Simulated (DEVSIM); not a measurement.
System: GaP p-i-n diode, at 400 K.

```
layer (left to right)  material  thickness (μm)  Nd (cm⁻³)  Na (cm⁻³)  τn (s)  τp (s)
---------------------  --------  --------------  ---------  ---------  ------  ------
1                           GaP            1.60          -     1.4e19  2.8e-6  2.8e-6
2                           GaP            11.0     1.6e13          -  2.8e-6  2.8e-6
3                           GaP           0.320     3.5e17          -  2.8e-6  2.8e-6
```

Left contact: ohmic. Right contact: ohmic. Voltage is applied to the left contact. Recombination: SRH at mid-gap. Mobility is constant in doping.

Constants are typed, rounded textbook-type inputs, not results; the design itself was drawn at random and stands for no fabricated device. Values at 300 K; Nc and Nv go as T^1.5, mobilities as T to minus their exponent, the gap by Varshni's rule with the affinity fixed.

```csv
parameter,GaP
gap (eV),2.26
affinity (eV),3.8
permittivity,11.1
Nc (cm⁻³),1.8e19
Nv (cm⁻³),1.9e19
μn (cm²/Vs),250
μp (cm²/Vs),150
T exponent of μn,1.6
T exponent of μp,1.98
Varshni α (eV/K),0.00058
Varshni β (K),372
```

Simulated with DEVSIM: 1D drift-diffusion, Boltzmann statistics, complete ionisation; no tunnelling, impact ionisation, image-force lowering or self-heating.

Problem. Tabulate band edges, carrier densities and field at zero bias.

Solution. Energies count from the Fermi level of the right contact; mesh points crowd at the junctions.

```json
[
 {"x (μm)": "0.000", "Ec (eV)": "2.192", "Ev (eV)": "-0.025", "n (cm⁻³)": "< 1e2", "p (cm⁻³)": "1.4e19", "field (V/cm)": "≈ 0"},
 {"x (μm)": "0.03927", "Ec (eV)": "2.192", "Ev (eV)": "-0.025", "n (cm⁻³)": "< 1e2", "p (cm⁻³)": "1.4e19", "field (V/cm)": "≈ 0"},
 {"x (μm)": "0.1408", "Ec (eV)": "2.192", "Ev (eV)": "-0.025", "n (cm⁻³)": "< 1e2", "p (cm⁻³)": "1.4e19", "field (V/cm)": "≈ 0"},
 {"x (μm)": "0.4204", "Ec (eV)": "2.192", "Ev (eV)": "-0.025", "n (cm⁻³)": "< 1e2", "p (cm⁻³)": "1.4e19", "field (V/cm)": "≈ 0"},
 {"x (μm)": "1.187", "Ec (eV)": "2.192", "Ev (eV)": "-0.025", "n (cm⁻³)": "< 1e2", "p (cm⁻³)": "1.4e19", "field (V/cm)": "≈ 0"},
 {"x (μm)": "1.455", "Ec (eV)": "2.192", "Ev (eV)": "-0.025", "n (cm⁻³)": "< 1e2", "p (cm⁻³)": "1.4e19", "field (V/cm)": "≈ 0"},
 {"x (μm)": "1.559", "Ec (eV)": "2.192", "Ev (eV)": "-0.025", "n (cm⁻³)": "< 1e2", "p (cm⁻³)": "1.4e19", "field (V/cm)": "≈ 0"},
 {"x (μm)": "1.608", "Ec (eV)": "2.064", "Ev (eV)": "-0.153", "n (cm⁻³)": "< 1e2", "p (cm⁻³)": "3.4e17", "field (V/cm)": "-62000"},
 {"x (μm)": "1.664", "Ec (eV)": "1.939", "Ev (eV)": "-0.279", "n (cm⁻³)": "< 1e2", "p (cm⁻³)": "9.0e15", "field (V/cm)": "-10000"},
 {"x (μm)": "1.811", "Ec (eV)": "1.853", "Ev (eV)": "-0.365", "n (cm⁻³)": "< 1e2", "p (cm⁻³)": "7.4e14", "field (V/cm)": "-3900"},
 {"x (μm)": "2.198", "Ec (eV)": "1.737", "Ev (eV)": "-0.480", "n (cm⁻³)": "< 1e2", "p (cm⁻³)": "2.6e13", "field (V/cm)": "-2600"},
 {"x (μm)": "3.861", "Ec (eV)": "1.348", "Ev (eV)": "-0.869", "n (cm⁻³)": "290", "p (cm⁻³)": "3.2e8", "field (V/cm)": "-2100"},
 {"x (μm)": "7.531", "Ec (eV)": "0.746", "Ev (eV)": "-1.471", "n (cm⁻³)": "1.1e10", "p (cm⁻³)": "< 1e2", "field (V/cm)": "-1200"},
 {"x (μm)": "10.70", "Ec (eV)": "0.502", "Ev (eV)": "-1.716", "n (cm⁻³)": "1.3e13", "p (cm⁻³)": "< 1e2", "field (V/cm)": "-470"},
 {"x (μm)": "12.12", "Ec (eV)": "0.410", "Ev (eV)": "-1.807", "n (cm⁻³)": "1.9e14", "p (cm⁻³)": "< 1e2", "field (V/cm)": "-1300"},
 {"x (μm)": "12.44", "Ec (eV)": "0.344", "Ev (eV)": "-1.874", "n (cm⁻³)": "1.3e15", "p (cm⁻³)": "< 1e2", "field (V/cm)": "-3700"},
 {"x (μm)": "12.55", "Ec (eV)": "0.273", "Ev (eV)": "-1.944", "n (cm⁻³)": "1.0e16", "p (cm⁻³)": "< 1e2", "field (V/cm)": "-11000"},
 {"x (μm)": "12.60", "Ec (eV)": "0.194", "Ev (eV)": "-2.023", "n (cm⁻³)": "1.0e17", "p (cm⁻³)": "< 1e2", "field (V/cm)": "-34000"},
 {"x (μm)": "12.65", "Ec (eV)": "0.151", "Ev (eV)": "-2.067", "n (cm⁻³)": "3.5e17", "p (cm⁻³)": "< 1e2", "field (V/cm)": "-93"},
 {"x (μm)": "12.76", "Ec (eV)": "0.151", "Ev (eV)": "-2.067", "n (cm⁻³)": "3.5e17", "p (cm⁻³)": "< 1e2", "field (V/cm)": "≈ 0"},
 {"x (μm)": "12.86", "Ec (eV)": "0.151", "Ev (eV)": "-2.067", "n (cm⁻³)": "3.5e17", "p (cm⁻³)": "< 1e2", "field (V/cm)": "≈ 0"},
 {"x (μm)": "12.92", "Ec (eV)": "0.151", "Ev (eV)": "-2.067", "n (cm⁻³)": "3.5e17", "p (cm⁻³)": "< 1e2", "field (V/cm)": "≈ 0"}
]
```
